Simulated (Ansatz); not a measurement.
BeTe under load (space group I-4m2), Ansatz (a quantum-chemistry and plane-wave program) with r2SCAN with spin-orbit coupling, rigid bands. Condition of this run: biaxial stress xx = yy = -2 GPa (compression positive) (the target of the relaxation). Band gap 1.93 eV, N_c = 1.12e19 cm⁻³ and N_v = 4.96e18 cm⁻³ at 300 K, conductivity masses along z (a = (0.00, 2.88, 2.79) Å; b = (2.88, 0.00, 2.79) Å; c = (2.88, 2.88, 0.00) Å) of 2.30 mₑ (electrons) and 0.333 mₑ (holes). Take k_BT = 0.02585 eV.

Task: A film of it is 8 nm thick, with its normal along the direction named. Estimate the confinement energies in an infinite well.

Result: ħ²π²/(2m t²) = 0.376 eV·nm²/(m/mₑ × t²) gives 2.55 meV for electrons and 17.6 meV for holes, so the gap would widen to about 1.95 eV. Finite barriers and nonparabolic bands lower this, and with several valleys or bands the heaviest mass along the normal sets the lowest level, not this average.

Task: Find the intrinsic carrier density and the intrinsic Fermi level.

Result: n_i = √(N_c N_v) exp(−E_g/2k_BT) = 7.45e18 × exp(−37.33) = 4.6e2 cm⁻³. The level lies (k_BT/2) ln(N_v/N_c) = -11 meV from mid-gap (positive towards the conduction band). Each 0.1 eV added to the gap lowers n_i by a factor of 6.9.

Task: What thermal injection velocity √(2k_BT/πm) limits a ballistic channel along the direction named?

Result: 3.55e6 cm/s for electrons and 9.32e6 cm/s for holes, a ratio of √(m_h/m_e) = 0.381, for dilute carriers.

Rigid bands with the computed gap; masses take one relaxation time for all states.
